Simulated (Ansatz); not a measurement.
Amorphous silicon oxynitride (Si$_{30}$N$_{34}$O$_{9}$), 73 atoms at 2.89 g/cm³, one PBE-relaxed geometry, zone centre. Methods: PBE, scalar-relativistic without spin-orbit coupling (Ansatz, a first-principles code); r2SCAN, scalar-relativistic without spin-orbit coupling (Ansatz); HSE06, scalar-relativistic without spin-orbit coupling (Ansatz). Plane waves to 420 eV (r2SCAN 500 eV); exact exchange is cut at the cell's faces. At PBE the levels at the filled edge of the gap are localised (band-tail or defect states), and the nearest spread-out levels lie 2.6 eV apart at the zone centre. The higher rungs were started with moments on some atoms, which died out.

Preparation: random packing, a CHGNet melt and quench, and a DFT relaxation. O and N atoms were pushed apart under 1.9 Å during the dynamics, to hinder bonds among them. The hot cell started wider than the set density and was brought back towards it in steps. It is the lowest in DFT energy of 2 quenches. It is a model cell: composition and starting density were chosen by hand, and all elements were melted together. No dispersion term was used. Its density started from a set value of 2.89 and ended at 2.89 g/cm³. Cooling (nominally 450 K/ps over its main leg) ran many orders faster than in experiment, which tends to leave more defects and strain. A cell of this size samples the disorder only roughly. The volume was held where the preparation left it, at a PBE pressure of -0.9 GPa (tension). Stress components on the final sampling reach 7.2 GPa. Cycles of charging lowered its energy after that relaxation.

The relaxation ran on the zone centre alone. At PBE the level gap is 1.77 eV on a 2×2×2 Γ-centred mesh, and the spacing at the zone centre alone 1.75 eV.

Problem. What zone-centre spacing does r2SCAN give, roughly?

Solution. 2.13 eV (+0.38 eV against PBE).

Problem. What zone-centre spacing does HSE06 give, roughly?

Solution. 2.99 eV (+1.25 eV against PBE).

The highest filled and the lowest empty state spread over these numbers of atoms (participation numbers): PBE: 3.7 and 10.6; r2SCAN: 3.6 and 9.9; HSE06: 3.6 and 9.5.
